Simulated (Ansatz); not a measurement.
We consider CdSiN2 (model structure, started from the MgZrN2 type, I4₁/amd, No. 141, 8 atoms in the cell), described by PBEsol in Ansatz (plane waves, PAW).

Numerical settings: plane-wave cutoff 520 eV, 18×18×18 k mesh, Fermi–Dirac smearing 0.05 eV, scalar-relativistic PAW data made under PBE.

Cell (relaxed at this level):

CdN₂Si is modelled in the tetragonal space group I4₁/amd, origin choice 1 (No. 141), Pearson symbol tI16. Lattice parameters: a = 4.3759 Å, b = 4.3759 Å, c = 8.7503 Å, α = 90.00°, β = 90.00°, γ = 90.00°. Cd on 4b sees 4 N at 2.224 Å and 2 N at 2.587 Å. Si on 4a has 2 N at 1.788 Å and 4 N at 2.224 Å. N on 8e is surrounded by 1 Si at 1.788 Å and 2 Si at 2.224 Å and 2 Cd at 2.224 Å and 1 Cd at 2.587 Å. (Neighbours: up to the widest gap in distance over summed covalent radii, below 1.35, at either atom; cation-cation and far metal-metal contacts left out.)
(The calculation used a cell of 8 atoms; values per cell refer to that cell.)

What does this level give for the band gap and bulk modulus?


- band gap: 0.92 eV (on the SCF k mesh)
- bulk modulus: 192 GPa

Note: the bulk modulus is −V dP/dV from two relaxed cells at ±2 % in volume; the relaxation could raise the start's symmetry but not lower it, so the cell can be a saddle point.

Spin–orbit coupling is not included.

Cost on a shared machine: around 14 core-minutes (rough).

A model structure was made by putting elements into a prototype or built by hand; it is no filed structure, need not be a known phase, and can be a saddle point held by its symmetry.

Ansatz is a program for electronic structure.
